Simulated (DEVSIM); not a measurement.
Simulated with DEVSIM: 1D Poisson equation in equilibrium, Boltzmann statistics, complete ionisation; no quantum confinement or tunnelling. Metal contacts follow the ideal Schottky-Mott rule: no Fermi-level pinning, no interface dipoles.

System: Mo/SiON/SiO2/p-Si capacitor, at 300 K.

```tsv
layer (left to right)	material	thickness (nm)	Na (cm⁻³)
1	SiON	4.00	-
2	SiO2	0.530	-
3	Si	4400	1.7e16
```

Metal gate on the left, work function 4.6 eV. Fixed charge at the semiconductor interface 1.2e11 cm⁻² (in units of +e); no interface traps.

The device is made up for the run: typed textbook-type constants, with dimensions and the other settings drawn at random. Values at 300 K.

```tsv
parameter	SiON	SiO2	Si
gap (eV)	7	9	1.124
affinity (eV)	1.4	0.9	4.05
permittivity	5.5	3.9	11.7
Nc (cm⁻³)	-	-	2.86e19
Nv (cm⁻³)	-	-	3.1e19
```

One input was changed, with this effect: flat-band voltage little changed (-0.39 V); minimum of the low-frequency capacitance little changed (0.0474 μF/cm²); threshold voltage (band bending 2φF) 0.40 → 0.39 V; capacitance of the dielectric stack 1.03 → 1.37 μF/cm².

**Question.** Which change was it?
A. substrate doping 1.7e+16 → 8.5e+14 cm^-3
B. interface trap density 0 → 2e+12 cm^-2 eV^-1
C. SiON thickness 0.004 → 0.0028 μm

**Answer.** C, SiON thickness 0.004 → 0.0028 μm
